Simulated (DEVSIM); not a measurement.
Device: Schottky contact on n-type InP, at 300 K.

```
layer (left to right)  material  thickness (μm)  Nd (cm⁻³)  τn (s)  τp (s)
---------------------  --------  --------------  ---------  ------  ------
1                           InP            2.40     1.4e15  1.9e-8  1.9e-8
```

Left contact: Schottky, work function 5.12 eV, emission velocity 3.2e6 cm/s. Right contact: ohmic. Voltage is applied to the left contact. Recombination: SRH at mid-gap, radiative, Auger. Mobility is μmin + (μ − μmin)/(1 + (N/Nref)^α).

The device is made up for the run: typed textbook-type constants, with dimensions and the other settings drawn at random. Values at 300 K.

```tsv
parameter	InP
gap (eV)	1.344
affinity (eV)	4.38
permittivity	12.5
Nc (cm⁻³)	5.7e17
Nv (cm⁻³)	1.1e19
μn (cm²/Vs)	5200
μp (cm²/Vs)	170
μn,min	400
μp,min	10
Nref,n	3e17
Nref,p	4.9e17
αn	0.47
αp	0.62
B (cm³/s)	1.2e-10
Cn (cm⁶/s)	9e-31
Cp (cm⁶/s)	9e-31
```

DEVSIM, 1D drift-diffusion, Boltzmann statistics, complete ionisation; no tunnelling, impact ionisation, image-force lowering or self-heating. Metal contacts follow the ideal Schottky-Mott rule: no Fermi-level pinning, no interface dipoles.

Base results: potential step across the device at zero bias (V) 0.585; largest field in the device at zero bias (V/cm) 15000; dark forward voltage at 100 A/cm² (V) 0.562; dark forward voltage at 1 A/cm² (V) 0.417.

Task: What follows from this one change: doping Nd of layer 1 1.4e+15 → 1.4e+16 cm^-3?

Result: potential step across the device at zero bias 0.585 → 0.644 V; largest field in the device at zero bias 15000 → 50000 V/cm; dark forward voltage at 100 A/cm² 0.562 → 0.538 V; dark forward voltage at 1 A/cm² little changed (0.415 V).

Task: What follows from this one change: thickness of layer 1 2.4 → 0.48 μm?

Result: potential step across the device at zero bias little changed (0.585 V); largest field in the device at zero bias 15000 → 17000 V/cm; dark forward voltage at 100 A/cm² 0.562 → 0.543 V; dark forward voltage at 1 A/cm² little changed (0.417 V).
